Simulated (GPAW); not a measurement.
Band structure of ScOF (P4/nmm, 6 atoms in the cell).

```
ScOF
1.0
    3.62752     0.00000     0.00000
    0.00000     3.62752     0.00000
    0.00000     0.00000     5.17220
Sc O F
2 2 2
Direct
  0.50000   0.00000   0.70585
  0.00000   0.50000   0.29415
  0.00000   0.00000   0.50000
  0.50000   0.50000   0.50000
  0.50000   0.50000   0.00000
  0.00000   0.00000   0.00000
```

Level of theory: LDA (Perdew-Wang 92), GPAW PAW datasets LDA (gpaw-data 1.0.1) (plane waves; GPAW).

Settings: mode = pw; ecut = 900 eV; xc = LDA; kpts = 7 7 5; mesh shift (steps) = 0 0 0; occupations.name = fermi-dirac; occupations.width = 0 eV; nbands = -8; convergence.density = 1e-05 e/electron; convergence.bands = -6; symmetry.symmorphic = false; symmetry.tolerance = 0.0005; maxiter = 100; bandpath_npoints = 40.

The starting cell comes from a database of computed structures (which also holds hypothetical and non-ambient phases and stackings), without a prior relaxation at this level.

**Question.** Predict the gap along the standard path and the places of the band edges.

**Answer.** The gap along the path is 4.26 eV, from a point between A and Z|X to Γ; the smallest direct gap on it is 4.40 eV.

Levels in eV from the top of the valence band on the SCF mesh, bands 21 to 28:
```
point     21     22     23     24    25    26    27    28
-----  -----  -----  -----  -----  ----  ----  ----  ----
Γ      -1.32  -0.61  -0.21  -0.21  4.27  4.58  5.04  5.30
X      -1.84  -1.84  -0.65  -0.65  4.57  4.57  5.09  5.09
M      -0.60  -0.60  -0.19  -0.19  4.42  4.42  5.21  5.21
Z      -2.00  -2.00  -0.09  -0.09  4.40  4.55  5.15  5.26
R      -1.88  -1.88  -1.26  -1.26  4.78  4.78  4.89  4.89
A      -1.09  -1.09  -0.25  -0.25  4.58  4.58  5.16  5.16
```
